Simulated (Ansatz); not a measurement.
**KBr: band gap against strain**

KBr (rock salt, Fm-3m, 37.688 Å³/atom at rest, cube axes along x, y and z) under an equal strain ε along all three axes. PBE in Ansatz, a plane-wave DFT program (PAW, default set), 420 eV, 9×9×9 Γ-centred mesh, Fermi-Dirac smearing 0.05 eV; ions are relaxed within the symmetry of each cell. Gaps are the smallest over the k-mesh and a band path, without spin-orbit coupling; in all rows the valence edge lies at Γ and the conduction edge at Γ.

Here s stands for strain and Eg for gap.

| strain (%) | gap (eV) |
|---|---|
| -3.00 | ? |
| -1.50 | 4.429 |
| -1.00 | 4.389 |
| -0.50 | 4.350 |
| 0.00 | 4.311 |
| 0.50 | 4.273 |
| 1.00 | 4.236 |
| 1.50 | 4.200 |

Fit Eg of the 7 rows that show it with a straight line. Means: s 0, Eg 4.3126. About the means, the sum of products is -0.53500 and the sum of squares of s is 7.0000; the slope is their ratio. Least squares gives Eg = 4.3126 - 0.07643·s. Residuals (row less fit): 0.0018, 0.0000, -0.0008, -0.0016, -0.0014, -0.0002, 0.0020; standard error 0.0016 (degrees of freedom: 5). Over these rows the gap moves by -7.6 ± 0.06 eV per unit strain, or -2.5 eV per unit of ln V.

Q: What does the fit predict for Eg at s = -3.00, and how far is the calculated value from it?

A: Eg = 4.3126 - 0.07643 × (-3.0) = 4.5419 eV. The calculation gives 4.557 eV, 0.0151 eV above the prediction (4.2 % of the range of Eg in the table). The row lies outside the fitted rows, so this is an extrapolation. From the scatter of the fitted rows alone, a prediction at this place has a standard error of 0.0025 eV, so the miss is 6.0 times that.

One order more, fitted to all 13 runs of the series, follows each within 0.001, so the miss is the next term of a smooth law. Other structures, which can take over under pressure, weren't tried. Spin-orbit coupling is left out, which can shift this property for KBr. Rows are the converged runs of the series near zero and its far end; series whose fitted rows scatter by over a few per cent of the range, as at a crossing or softening among them, aren't shown in this form. Most that stay on the fit to the last digits aren't either.
